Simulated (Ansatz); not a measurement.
The parent structure is TlBr in the zinc blende structure (space group F-43m, No. 216; a = 7.5038 Å; a hypothetical phase, not in the database extracts checked).

Level of theory: DFT with PBE, PAW potentials and a 420 eV plane-wave cutoff in Ansatz (a first-principles code), scalar-relativistic without spin-orbit coupling, earlier PAW set.

For the base:

| Item | Value |
|---|---|
| Valley order | X along ⟨100⟩ 2.96 eV; a point along ⟨110⟩, about 0.4 Å⁻¹ from Γ 3.80 eV; a point along ⟨111⟩, about 0.4 Å⁻¹ from Γ 3.86 eV |

It is then changed as follows: 0.317 electrons added to each cell, a density of 3.0×10^21 cm⁻³, with a uniform compensating background at fixed cell and a 300 K Fermi–Dirac width.

Task: What happens to the Fermi level from band edge and valley order?

Result: The Fermi level relative to the doped band's edge (positive inside the band; to 0.05 eV) comes out as +0.45 eV; the valley order (the lowest conduction-band minima on the path, energy above the VBM, named in the base's zone) becomes X along ⟨100⟩ 2.82 eV; a point along ⟨110⟩, about 0.4 Å⁻¹ from Γ 3.71 eV; a point along ⟨111⟩, about 0.4 Å⁻¹ from Γ 3.76 eV (base: X along ⟨100⟩ 2.96 eV; a point along ⟨110⟩, about 0.4 Å⁻¹ from Γ 3.80 eV; a point along ⟨111⟩, about 0.4 Å⁻¹ from Γ 3.86 eV).

Carriers are added with a uniform compensating background; total energy and stress of such cells depend on the potential's zero and are not compared; many-body gap narrowing is missing at this level. Spin-orbit coupling, missing from the scalar runs, can matter with Tl. The levels and masses belong to the bands next to the band gap. Whether these cells are dynamically stable was not tested.
